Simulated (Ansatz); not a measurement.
AlP (model structure, P6₂22, No. 180, 6 atoms in the cell)

Level of theory: PBEsol (plane waves, PAW; Ansatz, a first-principles code).

Numerical settings: plane-wave cutoff 520 eV, 18×18×8 k mesh (along the axes of the cell as run), Fermi–Dirac smearing 0.05 eV, scalar-relativistic PAW data made under PBE.

Cell (relaxed at this level):

Space group P6₂22 (No. 180); a = 3.8213 Å, b = 3.8213 Å, c = 8.6327 Å, α = 90.00°, β = 90.00°, γ = 120.00°

```tsv
atom	site	symmetry	x	y	z
Al	3d	222	0.5000	0.0000	0.5000
P	3c	222	0.5000	0.0000	0.0000
```

| Quantity | Result |
|---|---|
| band gap | 0.84 eV (on the SCF k mesh) |
| direct gap at Γ | 2.04 eV |
| bulk modulus | 96.1 GPa |

Note: the bulk modulus is −V dP/dV from two relaxed cells at ±2 % in volume; the relaxation could raise the start's symmetry but not lower it, so the cell can be a saddle point.

A model structure was made by putting elements into a prototype or built by hand; it is no filed structure, need not be a known phase, and can be a saddle point held by its symmetry.
